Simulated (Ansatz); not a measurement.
The parent structure is C (space group Im-3m, No. 229; a = 4.362 Å; a hypothetical phase, not in the database extracts checked). Axes: x, y, z lie along the cube axes.

Modification: uniaxial stress, 8 GPa compression along x, with the cell and atoms free to relax against it.

Levels (all Ansatz, an electronic-structure program, PAW): PBEsol (420 eV, no SOC); r2SCAN (500 eV, scalar-relativistic without spin-orbit coupling); HSE06 (420 eV, no spin-orbit coupling).

One geometry, relaxed with PBEsol, under each level:

| level | band gap | lowest conduction level above the VBM at special points | pressure |
|---|---|---|---|
| PBEsol | 2.24 eV | Z₀ 4.02 eV; Z 4.02 eV; M 4.03 eV; X 4.65 eV | 2.66 GPa |
| r2SCAN | 2.31 eV | Z₀ 4.19 eV; Z 4.19 eV; M 4.20 eV; X 4.94 eV | 4.14 GPa |
| HSE06 | [?] | [?] | – |

Q: Give the withheld HSE06 results.

A: 
- HSE06, band gap: 3.42 eV
- HSE06, lowest conduction level above the VBM at special points: Z₀ 5.34 eV; Z 5.34 eV; M 5.35 eV; Γ 6.06 eV

Single points use the geometry relaxed with PBEsol. Their cutoffs differ, which shifts pressures a little. HSE06 was sampled on its mesh, a few special points and the semilocal edge points, so its gap is an upper bound. Load acts through the strain it causes; cell and atoms are relaxed under it. Beyond what the load breaks, stability against distortions was not tested. k-point labels follow each cell's own Brillouin zone.
